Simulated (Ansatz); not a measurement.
## What uniaxial strain ε_xx = −2.25 % does to ZnGeP2

The reference is ZnGeP$_{2}$ in the chalcopyrite structure (space group I-42d, No. 122; a = 5.374 Å, c = 10.625 Å). Axes: x, y, z lie along a, b, c of the conventional cell.

One thing is altered: uniaxial strain ε_xx = −2.25 %, all other strain components held at zero; the atoms relax in the strained cell.

Method: LDA (Ansatz, a program for electronic structure), scalar-relativistic without spin-orbit coupling. Γ-centred 9×9×9 mesh, Fermi–Dirac width 0.05 eV.

| quantity | base | changed | shift |
|---|---|---|---|
| volume per atom | 19.18 Å³ | 18.75 Å³ | -0.43 Å³ |
| space group | I-42d (No. 122) | I2_12_12_1 (No. 24) | – |
| energy relative to the base (free energy F) | 0 meV/atom | +4.3 meV/atom | +4.3 meV/atom |
| pressure (mean of the normal stresses, compression positive) | -0.01 GPa | 2.11 GPa | +2.12 GPa |
| band gap | 1.00 eV | 0.85 eV | -0.157 eV |
| gap character | – | indirect, Γ → X–F₂ (33 % along) | – |
| smallest direct gap | 1.18 eV | 1.15 eV | -0.025 eV |
| electron mass | – | 0.82 mₑ along x, 0.25 mₑ across (off the special points) | – |
| valence-band top at Γ (three highest levels, from the VBM) | 0.00, -0.07, -0.07 eV | 0.00, -0.07, -0.14 eV | – |
| stress (xx, yy, zz, yz, xz, xy; compression positive) | – | (3.22, 1.56, 1.57, 0.00, 0.00, 0.00) GPa | – |

Final structure:

```xyz
8
Lattice="-2.6265 2.6870 5.3127 2.6265 -2.6870 5.3127 2.6265 2.6870 -5.3127" Properties=species:S:1:pos:R:3 pbc="T T T"
Zn     0.0000     0.0000    -0.0047
Zn     0.0000     2.6870     2.6611
Ge     0.0000     0.0000     5.3161
Ge     2.6265     0.0000     2.6531
P      1.3207     1.3435     6.6409
P      1.3133    -1.3395     3.9846
P      1.3058     1.3435     1.3282
P      1.3133     4.0265    -1.3282
```

Cost of the whole job for the changed cell (relaxation, final SCF and bands): very roughly 7 core-minutes.

Effective masses come from finite differences of ±0.01 Å⁻¹. No phonon test of stability was made. k-point labels follow each cell's own Brillouin zone.
